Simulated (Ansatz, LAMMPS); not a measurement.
Si well of 12 atomic layers along [001] in random Si0.5Ge0.5, interfaces sharp. Cell 16.85 × 16.85 × 49.80 Å, Si428Ge220, 648 atoms. Prepared with Tersoff's 1989 multicomponent potential (SiCGe.tersoff) (LAMMPS): minimisation. 

Basis: localised support functions (accuracy medium) on a full density matrix. k-points: zone centre alone; occupations: Fermi-Dirac, 0.010 eV; spin polarisation not allowed. Scalar-relativistic, no spin-orbit coupling.

Q: Give the gap and bonding at the level PBE, support functions at accuracy medium on the grid of 370 eV (Ansatz, a program for electronic structure).

A: 
- Kohn-Sham gap of the cell on its k-mesh: 0.21 eV
- weight of the highest filled level on the well: 0.20
- weight of the lowest empty level on the well: 0.95
- coordination (neighbours within 2.875 Å): 100.0 % 4-fold
- Ge-Ge bonds, mean ± spread: 2.477 ± 0.008 Å
- Ge-Si bonds, mean ± spread: 2.432 ± 0.009 Å
- Si-Si bonds, mean ± spread: 2.393 ± 0.008 Å
- bond angles, mean ± spread: 109.5° ± 1.4°
- pressure: -1.20 GPa
